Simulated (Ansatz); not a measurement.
System: interstitial H in bixbyite In2O3 with all lengths changed by -1 % (charge state +1). Level of theory: PBE, PAW (plane waves to 420 eV; Ansatz, an electronic-structure program).

Cell of 80 host sites held at the strained lattice (strain from the relaxed PBE one, atoms relaxed); one k-point at (0.250, 0.250, 0.250); Fermi-Dirac width 0.01 eV, spin-restricted; finite-size errors left in. Energies are static. The charge state is imposed; whether it is stable for some Fermi level was not computed. Sites that were not tried may lie lower.

Barriers: single points on a 2×2×2 k-point mesh shifted by half a step at the bands' geometries.

Relaxed starting cell (atoms counted from 1):

```xyz
81
Lattice="10.1868 0.0000 0.0000 0.0000 10.1868 0.0000 0.0000 0.0000 10.1868" Properties=species:S:1:pos:R:3 pbc="T T T"
In     7.6412     2.6243     2.4769
In     2.5334     2.5452     2.5281
In     2.5681     7.6322     2.5290
In     2.5542     2.5443     7.6477
In     0.0743     2.6377     4.7842
In     0.3487     5.1106     2.5348
In     4.7461     5.0939     7.6353
In     2.5356     0.3412     5.0928
In     7.6330     4.7737     5.0911
In     0.0207     7.6186     0.3171
In     0.3382     0.0047     7.6472
In     2.5487     4.7480    -0.0106
In     4.7489     0.0089     2.5448
In     7.6277     0.3329     0.0077
In     5.0765     2.5437     0.3361
In     5.0715     7.6331     4.7395
O      3.5190     6.2970     9.0633
O      1.1048     3.5166     1.2032
O      9.0809     1.5551     1.2787
O      6.2016     1.5654     8.9778
O      3.9808     3.5171     8.9757
O      1.1092     1.1366     3.5367
O      8.9973     3.9844     3.5174
O      3.5067     3.8936     6.2059
O      1.1247     1.5825     6.3032
O      3.8839     3.9769     1.5694
O      6.2161     3.5199     3.8793
O      9.0570     3.5264     6.3026
O      3.9386     1.5791     3.8842
O      6.3075     1.1320     1.5820
O      3.8876     6.2078     3.5130
O      6.2969     9.0661     3.5163
O      1.6039     3.9145     3.9575
O      1.5662     8.9927     6.2089
O      1.2455     9.0527     1.5412
O      8.9844     6.2201     1.5710
O      3.5131     1.2018     1.1152
O      3.5134     8.9912     3.9687
O      1.5735     1.2017     9.0747
O      1.5826     6.2915     1.1073
In     2.5449     7.6385     7.6346
In     7.6405     7.6227     7.6579
In     7.6271     2.5637     7.6725
In     7.6398     7.6469     2.5246
In     5.0911     7.6344     9.8359
In     5.4311     0.0020     7.6420
In     9.9114    -0.0475     2.4739
In     7.6416     5.4481    -0.0079
In     2.5696     9.8396    -0.0239
In     5.0646     2.5635     5.4250
In     5.4263     5.1034     2.5340
In     7.6037     9.7016     5.1326
In     9.8514     5.0927     7.6396
In     2.5490     5.4539     5.0942
In     0.0134     7.6493     5.4302
In     0.0044     2.5410     9.8526
O      8.4294     1.3879     4.2237
O      6.1755     8.5858     6.3207
O      3.9744     6.6688     6.2921
O      1.1096     6.6894     3.8763
O      9.0867     8.7076     3.8736
O      6.2986     6.2000     8.6076
O      3.8910     9.0675     8.5999
O      8.6328     8.9754     1.0952
O      6.2114     6.6725     1.1980
O      8.9792     9.0560     6.6815
O      1.1155     8.6116     8.9691
O      3.9988     8.6186     1.1990
O      9.0782     6.6541     8.9745
O      1.2014     6.2100     6.6591
O      8.9783     1.1169     8.6431
O      1.2030     3.9725     8.6108
O      6.6684     8.9803     9.0686
O      6.6466     3.9079     1.0823
O      6.2927     3.9722     6.6595
O      3.9050     1.1180     6.6572
O      8.6159     6.3141     6.1930
O      8.6183     3.8831     9.0902
O      6.6719     6.3137     3.9673
O      6.7043     1.2167     6.1635
H      7.8096     1.7630     4.9109
```
Cell charge +1.

End state 1 differs by these moves (Å; atoms that move under 0.08 Å are left out):

| atom | element | Δx | Δy | Δz |
|---|---|---|---|---|
| 1 | In | 0.03 | 0.10 | -0.08 |
| 5 | In | 0.06 | 0.05 | 0.03 |
| 19 | O | 0.00 | 0.04 | -0.10 |
| 52 | In | 0.02 | 0.03 | 0.08 |
| 57 | O | -0.27 | -0.40 | -0.56 |
| 61 | O | -0.01 | -0.07 | 0.04 |
| 81 | H | -0.37 | -1.22 | -1.78 |

### Question
Give the forward and backward barriers to end state 1 at the level PBE, PAW.

### Answer
forward 0.64 eV, backward 0.21 eV; at the saddle point atom 81 has neighbours In at 2.19; O at 0.98 Å. The saddle point's order was not checked.

End state 2 differs by these moves (Å; atoms that move under 0.08 Å are left out):

| atom | element | Δx | Δy | Δz |
|---|---|---|---|---|
| 5 | In | 0.03 | 0.11 | 0.06 |
| 47 | In | 0.04 | -0.02 | -0.13 |
| 52 | In | -0.07 | 0.08 | 0.03 |
| 57 | O | 0.20 | -0.11 | 0.07 |
| 80 | O | -0.08 | -0.02 | 0.07 |
| 81 | H | 1.62 | -1.05 | -0.62 |

### Question
What forward and backward barriers to end state 2 does PBE, PAW give?

### Answer
forward 0.78 eV, backward 0.10 eV; at the saddle point atom 81 has neighbours In at 2.16; O at 0.97 Å. The saddle point's order was not checked.
